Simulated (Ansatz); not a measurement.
The parent structure is Au in the fcc (Cu type) structure (space group Fm-3m, No. 225; a = 4.083 Å; relaxed with 0.1 eV smearing). Axes: x, y, z lie along the cube axes.

Method: plane-wave PAW DFT at the PBEsol level (Ansatz, a first-principles code, 420 eV), no SOC.

For the base:

The pressure comes out as 0.0 GPa.

It is then changed as follows: biaxial strain +2.50 %, plane normal [111], relaxed out of plane (Cartesian); in-plane vectors clamped, the third vector and the atoms free.

Question: How does this affect the out-of-plane strain and pressure?

Answer: The out-of-plane strain is -3.35 %; the pressure (mean of the normal stresses, compression positive) goes from zero to -2.0 GPa.

Stability against distortions was not tested.
